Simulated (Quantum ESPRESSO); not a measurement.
## Short convergence ladders for MnO2 (Cmm2, 6 atoms in the cell)

```
MnO2
1.0
    4.37800     0.00000     0.00000
    0.00000     4.37800     0.00000
    0.00000     0.00000     2.85565
Mn O
2 4
Direct
  0.00000   0.00000   0.01751
  0.50000   0.50000   0.50000
  0.30500   0.30500   0.00000
  0.80500   0.19500   0.50000
  0.19500   0.80500   0.50000
  0.69500   0.69500   0.00000
```
Moments meant for the start (each program seeds them in its own way; μB, in the order of the atoms Mn Mn O O O O): 3.0 -3.0 0.0 0.0 0.0 0.0.

Base method: LDA (PZ), GBRV 1.5 ultrasoft (LDA) pseudopotentials (plane waves; Quantum ESPRESSO 7.5).

Base settings: ecutwfc = 50 Ry; ecutrho = 400 Ry; occupations = smearing; smearing = fermi-dirac; degauss = 0.000734986 Ry; nspin = 2; potentials = {Mn1: mn_lda_v1.5.uspp.F.UPF, Mn2: mn_lda_v1.5.uspp.F.UPF, O: o_lda_v1.2.uspp.F.UPF}; K_POINTS = automatic 3 3 4 0 0 0; conv_thr = 1e-11 Ry; mixing_beta = 0.5.

The count of work is k-points × plane waves × bands × iterations; it is no time. Core times come from one kind of shared machine, to one figure; runs under 30 s give none.

**The k-point mesh**

The second cell is the first with its lattice scaled by 0.98.

Only quantities that move along the ladder and can be compared are tabulated.

```tsv
K_POINTS	free energy less the last step's (meV/atom)	energy of the compressed cell less the first (meV/atom)	pressure (GPa)	largest difference of a force vector from the last step's (eV/Å)	count of work / last
automatic 2 2 2 0 0 0	1.07	-13.72	-12.40	0.156	0.13
automatic 3 3 4 0 0 0	0.07	-10.20	-11.25	0.052	0.30
automatic 3 3 5 0 0 0	0.07	-9.77	-11.09	0.036	0.33
automatic 5 5 7 0 0 0	0.05	-8.02	-10.76	0.006	0.85
automatic 5 5 8 0 0 0	0.00	-7.83	-10.71	0.000	1.0
```

Coarsest K_POINTS that holds the free energy within 1 meV/atom of the last step, with all finer ones: automatic 3 3 4 0 0 0, at 0.30 of the last step's count of work; the step before is off by 1.1 meV/atom.

Coarsest K_POINTS that holds the energy of the compressed cell less the first within 1 meV/atom of the last step, with all finer ones: automatic 5 5 7 0 0 0; the step before is off by 1.9 meV/atom.

Coarsest K_POINTS that holds the pressure within 0.5 GPa of the last step, with all finer ones: automatic 3 3 5 0 0 0, at 0.33 of the last step's count of work; the step before is off by 0.54 GPa.

**The SCF threshold**

The mesh stays at the base's, so the ladder's end is converged at best in this setting alone.

Only quantities that move along the ladder and can be compared are tabulated.

```csv
conv_thr,free energy less the last step's (meV/atom),largest difference of a force vector from the last step's (eV/Å),count of work / last,core time / last (rough)
0.0073 Ry,14.04,0.095,0.24,0.3
7.3e-05 Ry,0.01,0.008,0.48,0.5
1e-11 Ry,0.00,0.000,0.80,0.7
7.3e-14 Ry,0.00,0.000,1.0,1
```

Coarsest conv_thr that holds the forces within 0.005 eV/Å of the last step, with all finer ones: 1e-11 Ry; the step before is off by 0.008 eV/Å.

Coarsest conv_thr that holds the free energy within 1 meV/atom of the last step, with all finer ones: 7.3e-05 Ry; the step before is off by 14 meV/atom.

On the base run: the starting cell has typed, rounded lattice constants, without a prior relaxation at this level. Its lattice was rescaled by up to half a per cent. One atom was moved a little off its site on purpose. The magnetic order is the one reached from the typed start; others were not searched systematically. In the base run, with a pressure of about -11 GPa the cell is away from its equilibrium volume at this level. Without a gap this mesh is coarse (it stands for a supercell whose shortest vector is 11 Å).
